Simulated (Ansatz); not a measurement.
Start from NiSi$_{2}$ (space group Fm-3m, No. 225; a = 5.444 Å; non-magnetic).

(Cell as relaxed with PBE.)

Levels (all Ansatz, a first-principles code, PAW, earlier PAW set): PBE (420 eV, without spin-orbit coupling); r2SCAN (500 eV, without spin-orbit coupling).

Each level relaxes its own structure.

```
base                      PBE    r2SCAN
-------------------  --------  --------
volume per atom      13.45 Å³  13.05 Å³
lattice parameter a   5.444 Å   5.390 Å
band gap                 zero      zero
```

One thing is altered: a negative pressure, −2 GPa.

| quantity | PBE | r2SCAN |
|---|---|---|
| shortest interatomic distance | 2.368 Å | (withheld) |
| band gap | zero | (withheld) |

Task: Predict the r2SCAN column.

Result: 
- shortest interatomic distance, r2SCAN: 2.344 Å
- band gap, r2SCAN: zero

PBE's shortest interatomic distance lies 0.0248 Å above r2SCAN's (1.1 %); the two agree on the band gap. Neither level is exact; r2SCAN is the comparison here, not a measurement.

Load acts through the strain it causes; cell and atoms are relaxed under it. No phonon test of stability was made. Starting moments died away, wholly or in part, for the base; another magnetic solution may exist. The final runs are not spin-polarised.
